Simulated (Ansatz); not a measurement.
Base system: CsPbBr3 in the cubic perovskite structure (space group Pm-3m, No. 221; a = 5.8721 Å). Axes: x, y, z lie along the cube axes.

Level of theory: PBEsol (Ansatz, a quantum-chemistry and plane-wave program), no spin-orbit coupling.

Strains are applied to the cell and any free atomic positions relax.

One change was made to it. Results:

The band gap remains 1.43 eV; the energy is nearly the same.

Task: Name the change that was made.
A. uniaxial strain ε_zz = +0.60 %
B. uniaxial strain ε_zz = +2.40 %
C. uniaxial strain ε_zz = +1.80 %
D. uniaxial strain ε_zz = +3.00 %

Result: A, uniaxial strain ε_zz = +0.60 %. For comparison, the energy relative to the base in the other runs: uniaxial strain ε_zz = +1.80 % gives +2.0 meV/atom; uniaxial strain ε_zz = +2.40 % gives +3.4 meV/atom; uniaxial strain ε_zz = +3.00 % gives +5.2 meV/atom.

Spin-orbit coupling, missing from the scalar runs, can matter with Pb. No phonon test of stability was made. Many cubic perovskites are stable only at high temperature; tilts and polar distortions were not tested. This is not the structure that CsPbBr3 has at room temperature and ambient pressure.
